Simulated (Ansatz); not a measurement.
# Pressure series in Ge

Start from Ge in the diamond structure (space group Fd-3m, No. 227).

```
Ge
1.0
    0.00000     2.83808     2.83808
    2.83808     0.00000     2.83808
    2.83808     2.83808     0.00000
Ge
2
Direct
  0.00000   0.00000   0.00000
  0.25000   0.25000   0.25000
```

Cell and atoms are relaxed at each pressure.

Level of theory: Kohn–Sham DFT with the PBEsol functional, run in Ansatz (a quantum-chemistry and plane-wave program) with PAW and 420 eV plane waves, no spin-orbit coupling.

Notes on the quantities. enthalpy: H = E + PV relative to the base's energy.

| change | enthalpy | volume per atom |
|---|---|---|
| base | – | 22.86 Å³ |
| pressure −2 GPa | -0.29 eV/atom | 23.60 Å³ |
| pressure −1 GPa | -0.14 eV/atom | 23.21 Å³ |
| pressure 0.9 GPa | +0.13 eV/atom | 22.56 Å³ |
| pressure 2.1 GPa | +0.30 eV/atom | 22.20 Å³ |
| pressure 4.5 GPa | +0.62 eV/atom | 21.56 Å³ |
| pressure 9 GPa | +1.21 eV/atom | 20.60 Å³ |
| pressure 15 GPa | +1.97 eV/atom | 19.59 Å³ |
| pressure 22.5 GPa | +2.86 eV/atom | 18.61 Å³ |
| pressure 30 GPa | +3.71 eV/atom | 17.83 Å³ |

Load acts through the strain it causes; cell and atoms are relaxed under it. Whether these cells are dynamically stable was not tested. Measured, Ge leaves this structure (for the β-tin structure) near 10.6 GPa (room temperature; as listed in arXiv:1906.07825).
